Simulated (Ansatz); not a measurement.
Electronic density of states of amorphous gallium oxide (Ga₂₄O₃₅), density 4.75 g/cm³, on a 2×2×2 Γ-centred mesh with a Gaussian width of 0.1 eV; energies count from the Fermi level. Cell and mesh are small, so fine structure isn't converged. Calculation: PBE, scalar-relativistic without spin-orbit coupling (plane waves to 420 eV, PAW; Ansatz, a quantum-chemistry and plane-wave program). Sampling: a 2×2×2 Γ-centred mesh; Fermi-Dirac width 0.02 eV; no spin polarisation. The usual formal charges leave 2 electrons over, so the level spacing at the Fermi energy parts defect or band states and needn't be the band gap. The spare electrons fill defect levels or the bottom of the conduction band, and the levels at the Fermi energy are partly filled.

Preparation: random packing, a CHGNet melt and quench, and a DFT relaxation. O atoms were pushed apart under 1.9 Å during the dynamics, to hinder bonds among them. The hot cell started wider than the set density and was brought back towards it in steps. It is the lowest in DFT energy of 2 quenches. It is a model cell: composition and starting density were chosen by hand, and all elements were melted together. No dispersion term was used. Its density started from a set value of 4.70 and ended at 4.75 g/cm³. The quench (nominally 350 K/ps over its main leg) was far faster than any real one, so the model tends to hold more defects than a real film. One small periodic cell is one sample of the glass; other quenches scatter about these values. The volume was free in the relaxation, at fixed shape. Stress components on the final sampling reach 1.3 GPa.

(E - EF (eV), states/(eV atom)): (-12.00, 0.00); (-11.90, 0.00); (-11.80, 0.00); (-11.70, 0.00); (-11.60, 0.00); (-11.50, 0.00); (-11.40, 0.00); (-11.30, 0.00); (-11.20, 0.00); (-11.10, 0.00); (-11.00, 0.00); (-10.90, 0.00); (-10.80, 0.00); (-10.70, 0.00); (-10.60, 0.00); (-10.50, 0.00); (-10.40, 0.00); (-10.30, 0.00); (-10.20, 0.00); (-10.10, 0.00); (-10.00, 0.01); (-9.90, 0.07); (-9.80, 0.17); (-9.70, 0.27); (-9.60, 0.30); (-9.50, 0.32); (-9.40, 0.38); (-9.30, 0.42); (-9.20, 0.41); (-9.10, 0.38); (-9.00, 0.33); (-8.90, 0.33); (-8.80, 0.31); (-8.70, 0.30); (-8.60, 0.31); (-8.50, 0.33); (-8.40, 0.35); (-8.30, 0.34); (-8.20, 0.27); (-8.10, 0.26); (-8.00, 0.27); (-7.90, 0.27); (-7.80, 0.28); (-7.70, 0.22); (-7.60, 0.21); (-7.50, 0.27); (-7.40, 0.39); (-7.30, 0.44); (-7.20, 0.42); (-7.10, 0.48); (-7.00, 0.52); (-6.90, 0.51); (-6.80, 0.54); (-6.70, 0.55); (-6.60, 0.52); (-6.50, 0.51); (-6.40, 0.52); (-6.30, 0.55); (-6.20, 0.57); (-6.10, 0.56); (-6.00, 0.61); (-5.90, 0.64); (-5.80, 0.61); (-5.70, 0.58); (-5.60, 0.60); (-5.50, 0.70); (-5.40, 0.68); (-5.30, 0.62); (-5.20, 0.67); (-5.10, 0.72); (-5.00, 0.66); (-4.90, 0.69); (-4.80, 0.76); (-4.70, 0.71); (-4.60, 0.63); (-4.50, 0.68); (-4.40, 0.79); (-4.30, 0.86); (-4.20, 0.85); (-4.10, 0.90); (-4.00, 1.01); (-3.90, 1.03); (-3.80, 0.94); (-3.70, 0.86); (-3.60, 0.75); (-3.50, 0.58); (-3.40, 0.37); (-3.30, 0.23); (-3.20, 0.31); (-3.10, 0.48); (-3.00, 0.23); (-2.90, 0.08); (-2.80, 0.17); (-2.70, 0.10); (-2.60, 0.01); (-2.50, 0.00); (-2.40, 0.00); (-2.30, 0.00); (-2.20, 0.00); (-2.10, 0.00); (-2.00, 0.00); (-1.90, 0.00); (-1.80, 0.00); (-1.70, 0.01); (-1.60, 0.02); (-1.50, 0.01); (-1.40, 0.00); (-1.30, 0.00); (-1.20, 0.00); (-1.10, 0.00); (-1.00, 0.00); (-0.90, 0.00); (-0.80, 0.00); (-0.70, 0.02); (-0.60, 0.06); (-0.50, 0.05); (-0.40, 0.05); (-0.30, 0.05); (-0.20, 0.02); (-0.10, 0.02); (0.00, 0.05); (0.10, 0.07); (0.20, 0.09); (0.30, 0.10); (0.40, 0.11); (0.50, 0.08); (0.60, 0.08); (0.70, 0.06); (0.80, 0.03); (0.90, 0.05); (1.00, 0.07); (1.10, 0.11); (1.20, 0.11); (1.30, 0.13); (1.40, 0.20); (1.50, 0.25); (1.60, 0.20); (1.70, 0.19); (1.80, 0.23); (1.90, 0.24); (2.00, 0.25); (2.10, 0.22); (2.20, 0.22); (2.30, 0.22); (2.40, 0.30); (2.50, 0.34); (2.60, 0.25); (2.70, 0.28); (2.80, 0.36); (2.90, 0.39); (3.00, 0.41); (3.10, 0.41); (3.20, 0.40); (3.30, 0.43); (3.40, 0.37); (3.50, 0.31); (3.60, 0.29); (3.70, 0.31); (3.80, 0.36); (3.90, 0.33); (4.00, 0.30); (4.10, 0.29); (4.20, 0.33); (4.30, 0.32); (4.40, 0.29); (4.50, 0.29); (4.60, 0.33); (4.70, 0.36); (4.80, 0.34); (4.90, 0.28); (5.00, 0.34); (5.10, 0.37); (5.20, 0.34); (5.30, 0.35)
